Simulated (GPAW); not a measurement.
```
CELL_PARAMETERS angstrom
      3.46227    -2.00427     0.00000
      3.46227     2.00427     0.00000
     -0.11113     0.00000     6.51067
ATOMIC_POSITIONS crystal
  Bi 0.68571 0.71655 0.31328
  Pb 0.37141 0.39496 0.74682
  O  0.37826 0.36338 0.37509
  O  0.71775 0.70180 0.62555
  F  0.03859 0.01504 0.08856
```

Level of theory: PBEsol, GPAW PAW datasets PBEsol (made by gpaw-setup) (plane waves; GPAW 25.7.0).

The set-up and first iterations of a GPAW log for BiPbO₂F (P1, 5 atoms in the cell):

```
Input parameters:
  convergence: {bands: -6,
                density: 1e-05,
                energy: 1e-05}
  kpts: {gamma: True,
         size: (6, 6, 3)}
  maxiter: 100
  mode: {ecut: 900.0000000000001,
         name: pw}
  nbands: -8
  occupations: {fixmagmom: False,
                name: fermi-dirac,
                width: 0.05}
  symmetry: {symmorphic: False,
             tolerance: 0.0005}
  xc: PBEsol

species:
  Bi:
    name: Bismuth
    Z: 83.0
    valence: 15
    core: 68
    charge: 0.0
    file: Bi.PBEsol.gz

    # Using partial waves for Bi as LCAO basis

  Pb:
    name: Lead
    Z: 82.0
    valence: 14
    core: 68
    charge: 0.0
    file: Pb.PBEsol.gz

    # Using partial waves for Pb as LCAO basis

  O:
    name: Oxygen
    Z: 8.0
    valence: 6
    core: 2
    charge: 0.0
    file: O.PBEsol.gz

    # Using partial waves for O as LCAO basis

  F:
    name: Fluorine
    Z: 9.0
    valence: 7
    core: 2
    charge: 0.0
   [... lines left out ...]

Density mixing:
  Method: separate
  Backend: pulay
  Linear mixing parameter: 0.05
  old densities: 5
  Damping of long wavelength oscillations: 50

Hamiltonian:
  XC and Coulomb potentials evaluated on a 56*56*96 grid
  External potential:
    NoExternalPotential

XC parameters: PBEsol with 2 nearest neighbor stencil

Number of atoms: 5
Number of atomic orbitals: 30
Number of bands in calculation: 32
Number of valence electrons: 48
Bands to converge: 26

Density initialized from atomic densities
  30 bands from LCAO basis set
  2 bands from random numbers

Atomic positions and initial magnetic moments

Positions:
   0 Bi     4.820187    0.061800    2.039683    ( 0.0000,  0.0000,  0.0000)
   1 Pb     2.570382    0.047213    4.862268    ( 0.0000,  0.0000,  0.0000)
   2 O      2.526073   -0.029826    2.442114    ( 0.0000,  0.0000,  0.0000)
   3 O      4.845340   -0.031972    4.072725    ( 0.0000,  0.0000,  0.0000)
   4 F      0.175833   -0.047213    0.576592    ( 0.0000,  0.0000,  0.0000)

Unit cell:
           periodic     x           y           z      points  spacing
  1. axis:    yes    3.462275   -2.004275    0.000000    28     0.1239
  2. axis:    yes    3.462275    2.004275    0.000000    28     0.1239
  3. axis:    yes   -0.111132    0.000000    6.510672    48     0.1356

  Lengths:   4.000558   4.000558   6.511620
  Angles:   90.846310  90.846310  60.132208

Effective grid spacing dv^(1/3) = 0.1339
     iter     time        total  log10-change:
                         energy   eigst   dens
iter:   1 --:--:--   -34.213840   +0.20
iter:   2 --:--:--   -32.799966   -0.78  -1.00
iter:   3 --:--:--   -29.768873   -0.49  -1.06
iter:   4 --:--:--   -29.618882   -1.11  -1.37
iter:   5 --:--:--   -29.610315   -1.75  -1.50
```

Task: Will this run converge, and how will it end?

Result: The run converged in 29 iterations. Its thresholds were met; that alone does not show that basis and mesh suffice. It ends on: free energy E − TS (from the program's reference atoms) -29.5491 eV; top of the valence band (on the code's own zero) 4.39 eV; gap on the k-point mesh 2.40 eV; largest force (vector length) 2.754 eV/Å. The log goes on:

```
   [... 2 lines left out ...]
iter:   8 --:--:--   -29.553069   -3.55  -2.37
iter:   9 --:--:--   -29.550509   -2.77  -2.51
iter:  10 --:--:--   -29.549010   -3.32  -2.56
   [... lines left out ...]
iter:  15 --:--:--   -29.549126c  -5.24  -3.26
iter:  16 --:--:--   -29.549083c  -5.61  -3.31
iter:  17 --:--:--   -29.549080c  -6.70  -3.96
iter:  18 --:--:--   -29.549086c  -6.27  -4.11
iter:  19 --:--:--   -29.549079c  -5.80  -3.87
iter:  20 --:--:--   -29.549079c  -7.44c -4.24
iter:  21 --:--:--   -29.549079c  -7.76c -4.22
iter:  22 --:--:--   -29.549080c  -6.85  -4.25
iter:  23 --:--:--   -29.549080c  -7.95c -4.21
iter:  24 --:--:--   -29.549079c  -7.15  -4.24
iter:  25 --:--:--   -29.549079c  -7.38  -4.32
iter:  26 --:--:--   -29.549079c  -7.59c -4.50
iter:  27 --:--:--   -29.549079c  -7.33  -4.67
iter:  28 --:--:--   -29.549079c  -8.27c -4.99
iter:  29 --:--:--   -29.549079c  -9.16c -5.19c
Converged after 29 iterations.

Dipole moment: (-2.716084, 1.639601, -1.361370) |e|*Ang

Energy contributions relative to reference atoms: (reference = -1158590.837506)

Kinetic:        +58.123623
Potential:      -56.562396
External:        +0.000000
XC:             -29.742795
Entropy (-ST):   -0.000000
Local:           -1.367511
SIC:             +0.000000
--------------------------
Free energy:    -29.549079
Extrapolated:   -29.549079

Showing only first 2 kpts
 Kpt  Band  Eigenvalues  Occupancy
  0    22      2.70703    2.00000
  0    23      4.38621    2.00000
  0    24      8.18847    0.00000
  0    25      9.16300    0.00000

  1    22      2.71235    2.00000
  1    23      4.13748    2.00000
  1    24      7.78039    0.00000
  1    25      8.92117    0.00000

Fermi level: 5.61312

Gap: 2.403 eV
Transition (v -> c):
  (s=0, k=0, n=23, [0.00, 0.00, 0.00]) -> (s=0, k=9, n=24, [0.00, 0.50, 0.33])
Direct/indirect transitions are different
Direct gap: 2.633 eV
Transition at: (s=0, k=9, n=23, [0.00, 0.50, 0.33])
Energy (eV): -29.549079

Forces in eV/Ang:
  0 Bi    0.08842   -0.25160   -2.74094
  1 Pb   -0.09195   -0.17760    0.13613
  2 O    -0.04884    0.28003    0.78636
  3 O     0.00429    0.18731    1.93184
  4 F     0.04800   -0.03846   -0.11447

Stress tensor:
     0.014650    -0.000001     0.003092
    -0.000001     0.015784     0.000280
     0.003092     0.000280    -0.018557
Stress (GPa, Voigt): [ 2.3472e+00  2.5289e+00 -2.9732e+00  4.4900e-02  4.9530e-01 -2.0000e-04]
```

For comparison: a first run was changed to give this one (atoms moved at random), and from it to this one the free energy rises by 43.4 meV/atom, the largest force goes from 0.343 to 2.754 eV/Å and the gap on the mesh goes from 2.313 to 2.403 eV.

The starting cell comes from a database of computed structures (which also holds hypothetical and non-ambient phases and stackings), without a prior relaxation at this level. For this run, on top of that: atoms moved at random. Spin-orbit coupling is off. Forces in this geometry exceed 1 eV/Å.

The run was DFT PBEsol, plane waves, GPAW PAW datasets PBEsol (made by gpaw-setup). Main settings of its input:

- mode = pw
- ecut = 900 eV
- xc = PBEsol
- kpts = 6 6 3
- mesh shift (steps) = 0 0 0
- occupations.name = fermi-dirac
- occupations.width = 0.05 eV
- nbands = -8
- convergence.density = 1e-05 e/electron
- convergence.energy = 1e-05 eV/electron
- convergence.bands = -6
- symmetry.symmorphic = false
